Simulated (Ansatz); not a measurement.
Start from SnS₂ in the CdI2 type structure (space group P-3m1, No. 164; a = 3.626 Å, c = 5.573 Å; layered, stacked along the Cartesian z axis).

Perturbation: every S is replaced by Cl, then cell and atoms are relaxed.

Levels (all Ansatz, an electronic-structure program, PAW): PBEsol-D3(BJ) (420 eV, no SOC); HSE06 (420 eV, no spin-orbit coupling).

The geometry is relaxed with PBEsol-D3(BJ).

* **PBEsol-D3(BJ) lowest conduction level above the VBM at special points**: A 1.83 eV; Γ 2.14 eV; M 2.87 eV

Q: Predict the lowest conduction level above the VBM at special points from HSE06.

A: The lowest conduction level above the VBM at special points changes from A 1.83 eV; Γ 2.14 eV; M 2.87 eV to A 2.74 eV; Γ 3.06 eV; M 3.82 eV.

Single points use the geometry relaxed with PBEsol-D3(BJ). HSE06 was sampled on its mesh, a few special points and the semilocal edge points, so its gap is an upper bound. The levels and masses belong to the bands next to the band gap. No phonon test of stability was made. As relaxed here, SnCl2 is a hypothetical phase, not in the database extracts checked.
